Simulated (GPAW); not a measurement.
GPAW run on IrOs (P-6m2, 2 atoms in the cell): self-consistent single point.

Level of theory: PBEsol, GPAW PAW datasets PBEsol (made by gpaw-setup) (plane waves; GPAW).

The change in words: lattice scaled by 0.98. Reference geometry:
```
CELL_PARAMETERS angstrom
      2.80809     0.00000     0.00000
     -1.40405     2.43188     0.00000
      0.00000     0.00000     4.46336
ATOMIC_POSITIONS crystal
  Os 0.33333 0.66667 0.00000
  Ir 0.66667 0.33333 0.50000
```

Reference input (self-consistent single point, DFT PBEsol, plane waves, GPAW PAW datasets PBEsol (made by gpaw-setup)): mode = pw; ecut = 550 eV; xc = PBEsol; kpts = 13 13 8; mesh shift (steps) = 0 0 0; occupations.name = fermi-dirac; occupations.width = 0.1 eV; nbands = -6; convergence.density = 1e-05 e/electron; symmetry.symmorphic = false; symmetry.tolerance = 0.0005; maxiter = 100. This run's input differs from it in these lines:

```diff
@@ -5,7 +5,7 @@
 atoms = Atoms(['Os', 'Ir'],
-              cell=[[2.808095, 0.000000, 0.000000],
-                    [-1.404048, 2.431882, 0.000000],
-                    [0.000000, 0.000000, 4.463361]],
-              positions=[[-0.000002, 1.621255, 0.000000],
-                         [1.404049, 0.810627, 2.231680]],
+              cell=[[2.751933, 0.000000, 0.000000],
+                    [-1.375967, 2.383244, 0.000000],
+                    [0.000000, 0.000000, 4.374094]],
+              positions=[[-0.000002, 1.588830, 0.000000],
+                         [1.375968, 0.794414, 2.187047]],
               pbc=True)
```

Output (repeated stretches shortened):

```
     iter     time        total  log10-change:
                         energy   eigst   dens
iter:   1 --:--:--   -22.653595
iter:   2 --:--:--   -22.658896   -0.89  -1.46
iter:   3 --:--:--   -22.594244   -2.07  -1.46
iter:   4 --:--:--   -22.400873   -1.78  -1.49
iter:   5 --:--:--   -22.612771   -1.60  -1.89
iter:   6 --:--:--   -22.511619   -2.62  -1.78
iter:   7 --:--:--   -22.431616   -1.98  -1.92
iter:   8 --:--:--   -22.430261   -3.40  -2.62
iter:   9 --:--:--   -22.429233c  -4.02  -2.76
iter:  10 --:--:--   -22.428921c  -4.17  -3.09
iter:  11 --:--:--   -22.428915c  -5.66  -3.68
iter:  12 --:--:--   -22.428889c  -5.57  -3.72
iter:  13 --:--:--   -22.428887c  -6.89  -4.10
iter:  14 --:--:--   -22.428885c  -7.37  -4.36
iter:  15 --:--:--   -22.428885c  -7.84c -4.50
iter:  16 --:--:--   -22.428886c  -8.24c -4.54
iter:  17 --:--:--   -22.428886c  -8.04c -4.57
iter:  18 --:--:--   -22.428885c  -7.88c -4.64
iter:  19 --:--:--   -22.428886c  -8.51c -5.08c
Converged after 19 iterations.

Dipole moment: (-0.117541, 0.067862, 0.000000) |e|*Ang

Energy contributions relative to reference atoms: (reference = -953137.608095)

Kinetic:         -2.469331
Potential:       +0.927460
External:        +0.000000
XC:             -20.411149
Entropy (-ST):   -0.058721
Local:           -0.446506
SIC:             +0.000000
--------------------------
Free energy:    -22.458246
Extrapolated:   -22.428886

Showing only first 2 kpts
 Kpt  Band  Eigenvalues  Occupancy
  0    12     12.44219    2.00000
  0    13     12.74334    2.00000
  0    14     12.74337    2.00000
  0    15     14.47271    1.98671

  1    12     12.23555    2.00000
  1    13     13.07193    2.00000
  1    14     13.07195    2.00000
  1    15     13.84693    1.99997

Fermi level: 14.97342

No gap
No difference between direct/indirect transitions
Energy (eV): -22.428886

Forces in eV/Ang:
  0 Os   -0.00000    0.00000    0.00000
  1 Ir   -0.00000   -0.00000    0.00000

Stress tensor:
     0.073313     0.000000     0.000000
     0.000000     0.073313     0.000000
     0.000000     0.000000     0.070138
Stress (GPa, Voigt): [11.746  11.746  11.2373  0.      0.      0.    ]
```

The run converged in 19 iterations. GPAW prints stress with tension positive. Against the reference run the free energy goes down by 118 meV/atom and the pressure goes from -29.79 to -11.58 GPa.

The starting cell comes from a database of computed structures (which also holds hypothetical and non-ambient phases and stackings), without a prior relaxation at this level. Its lattice was rescaled by a random factor within 2.5 % of one. For this run, on top of that: lattice scaled by 0.98. Spin polarisation is off. With a pressure of about -12 GPa the cell is away from its equilibrium volume at this level.

Cost on one core of a shared machine: roughly 50 s.
